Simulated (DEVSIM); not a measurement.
Structure: abrupt Si n-p junction, at 300 K.

```
layer (left to right)  material  thickness (μm)  Nd (cm⁻³)  Na (cm⁻³)  τn (s)  τp (s)
---------------------  --------  --------------  ---------  ---------  ------  ------
1                            Si            47.0     7.3e18          -  1.1e-6  1.1e-6
2                            Si            6.70          -     1.4e16  1.1e-6  1.1e-6
```

Left contact: ohmic. Right contact: ohmic. Voltage is applied to the left contact. Recombination: SRH at mid-gap. Mobility is μmin + (μ − μmin)/(1 + (N/Nref)^α).

Constants are typed, rounded textbook-type inputs, not results; the design itself was drawn at random and stands for no fabricated device. Values at 300 K.

```tsv
parameter	Si
gap (eV)	1.124
affinity (eV)	4.05
permittivity	11.7
Nc (cm⁻³)	2.86e19
Nv (cm⁻³)	3.1e19
μn (cm²/Vs)	1417
μp (cm²/Vs)	470
μn,min	52
μp,min	45
Nref,n	9.7e16
Nref,p	2.2e17
αn	0.68
αp	0.72
```

Simulated with DEVSIM: 1D drift-diffusion, Boltzmann statistics, complete ionisation; no tunnelling, impact ionisation, image-force lowering or self-heating.

The thickness of layer 2 was swept, all else fixed.

```tsv
thickness of layer 2 (μm)	dark forward voltage at 1 A/cm² (V)	dark forward voltage at 100 A/cm² (V)
1.3	0.564	0.691
2.3	0.580	0.708
4	0.595	0.726
6.7	0.609	0.742
11	0.622	0.759
20	0.637	0.782
34	0.649	0.804
```

From the first row to the last the dark forward voltage at 1 A/cm² goes from 0.564 to 0.649. From the first row to the last the dark forward voltage at 100 A/cm² goes from 0.691 to 0.804.
